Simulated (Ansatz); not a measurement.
Base system: ZrS2 in the CdI2 type structure (space group P-3m1, No. 164; a = 3.635 Å, c = 5.720 Å; layered, stacked along the Cartesian z axis). Axes: x lies along a and z along c of the hexagonal cell.

(Cell as relaxed with PBE-D3(BJ).)

Levels (all Ansatz, a first-principles code, PAW): PBE-D3(BJ) (420 eV, without spin-orbit coupling); r2SCAN+rVV10 (500 eV, spin-orbit coupling left out).

Each level relaxes its own structure.

```json
[
 {"base": "volume per atom", "PBE-D3(BJ)": "21.81 Å³", "r2SCAN+rVV10": "22.84 Å³"},
 {"base": "lattice parameter a", "PBE-D3(BJ)": "3.635 Å", "r2SCAN+rVV10": "3.674 Å"},
 {"base": "band gap", "PBE-D3(BJ)": "0.66 eV", "r2SCAN+rVV10": "1.17 eV"}
]
```

Modification: tensile biaxial strain of 0.15 % in the plane normal to [001], as in epitaxy on a mismatched substrate; the out-of-plane cell vector and the atoms relax.

```tsv
quantity	PBE-D3(BJ)	r2SCAN+rVV10
gap character	indirect, Γ → L	indirect, K–Γ (87 % along) → L
shift of the gap caused by the change	+0.01 eV	+0.01 eV
band gap	0.67 eV	1.17 eV
```

They disagree on the gap character; PBE-D3(BJ)'s band gap lies 0.506 eV below r2SCAN+rVV10's; the two agree on the shift of the gap caused by the change. Neither level is exact; r2SCAN+rVV10 is the comparison here, not a measurement.

Whether these cells are dynamically stable was not tested.
